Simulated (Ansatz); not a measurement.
Base system: Sn in the diamond structure (space group Fd-3m, No. 227).

```
Sn
1.0
    0.00000     3.28324     3.28324
    3.28324     0.00000     3.28324
    3.28324     3.28324     0.00000
Sn
2
Direct
  0.00000   0.00000   0.00000
  0.25000   0.25000   0.25000
```

Cartesian axes are those of the cell as printed.

All numbers come from Ansatz (a quantum-chemistry and plane-wave program) r2SCAN, no SOC.

For the base:

| Property | Value |
|---|---|
| Shortest interatomic distance | 2.843 Å |

It is then changed as follows: a pure shear with ε_xy = ε_yx = 0.0143, atoms relaxed at fixed cell.

Problem. What happens to the shortest interatomic distance, largest internal atomic displacement and energy relative to the base?

Solution. The shortest interatomic distance shrinks by 0.009 Å (2.843 Å → 2.834 Å); the largest internal atomic displacement is 0.015 Å; the energy goes up by 2.8 meV/atom.

The cells carry an imposed strain or load. Whether these cells are dynamically stable was not tested.
